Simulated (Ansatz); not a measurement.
Amorphous Si$_{20}$Al$_{32}$O$_{88}$, 140 atoms at 2.86 g/cm³, one PBE-relaxed geometry, zone centre. Methods: PBE, scalar-relativistic without spin-orbit coupling (Ansatz, an electronic-structure program); r2SCAN, scalar-relativistic without spin-orbit coupling (Ansatz); HSE06, scalar-relativistic without spin-orbit coupling (Ansatz). Plane waves to 420 eV (r2SCAN 500 eV); exact exchange is cut at the cell's faces. At PBE the levels at the filled edge of the gap are localised (band-tail or defect states), and the nearest spread-out levels lie 4.6 eV apart at the zone centre. All rungs ran without spin polarisation.

The cell was made by melting and quenching with the CHGNet potential and then relaxed with DFT. O atoms were pushed apart under 1.9 Å during the dynamics, to hinder bonds among them. The hot cell started wider than the set density and was brought back towards it in steps. It is the lowest in DFT energy of 4 quenches. It is a model cell: composition and starting density were chosen by hand, and all elements were melted together. No dispersion term was used. Its density started from a set value of 2.86 and ended at 2.86 g/cm³. The quench (nominally 280 K/ps over its main leg) was far faster than any real one, so the model tends to hold more defects than a real film. Values belong to this one cell and scatter from quench to quench. The volume was held where the preparation left it and the shape relaxed, at a PBE pressure of 4.1 GPa. Stress components on the final sampling reach 4.1 GPa.

The relaxation ran on the zone centre alone. At PBE the level gap is 3.80 eV on a 2×2×2 Γ-centred mesh, and the spacing at the zone centre alone 3.81 eV.

Task: What zone-centre spacing does r2SCAN give, roughly?

Result: 4.43 eV (+0.62 eV against PBE).

Task: What zone-centre spacing does HSE06 give, roughly?

Result: 5.56 eV (+1.76 eV against PBE).

The highest filled and the lowest empty state spread over these numbers of atoms (participation numbers): PBE: 3.2 and 99.3; r2SCAN: 3.1 and 98.0; HSE06: 3.4 and 97.8.
